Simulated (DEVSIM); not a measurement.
Structure: Ni/Si3N4/p-Ge capacitor, at 300 K.

```tsv
layer (left to right)	material	thickness (nm)	Na (cm⁻³)
1	Si3N4	3.40	-
2	Ge	6200	9.2e15
```

Metal gate on the left, work function 5.1 eV. Fixed charge at the semiconductor interface -1.1e10 cm⁻² (in units of +e); no interface traps.

Constants are typed, rounded textbook-type inputs, not results; the design itself was drawn at random and stands for no fabricated device. Values at 300 K.

```
parameter      Si3N4       Ge
-------------  -----  -------
gap (eV)         5.1    0.664
affinity (eV)    2.1        4
permittivity     7.5       16
Nc (cm⁻³)          -  1.04e19
Nv (cm⁻³)          -     6e18
```

Simulated with DEVSIM: 1D Poisson equation in equilibrium, Boltzmann statistics, complete ionisation; no quantum confinement or tunnelling. Metal contacts follow the ideal Schottky-Mott rule: no Fermi-level pinning, no interface dipoles.

The Si3N4 thickness was swept, all else fixed.

```
Si3N4 thickness (μm)  capacitance of the dielectric stack (μF/cm²)  threshold voltage (band bending 2φF) (V)
--------------------  --------------------------------------------  ----------------------------------------
0.0014                                                        4.74                                      0.93
0.0019                                                        3.50                                      0.93
0.0024                                                        2.77                                      0.93
0.0029                                                        2.29                                      0.93
0.0034                                                        1.95                                      0.94
0.0041                                                        1.62                                      0.94
```

From the first row to the last the capacitance of the dielectric stack goes from 4.74 to 1.62. From the first row to the last the threshold voltage (band bending 2φF) goes from 0.93 to 0.94.
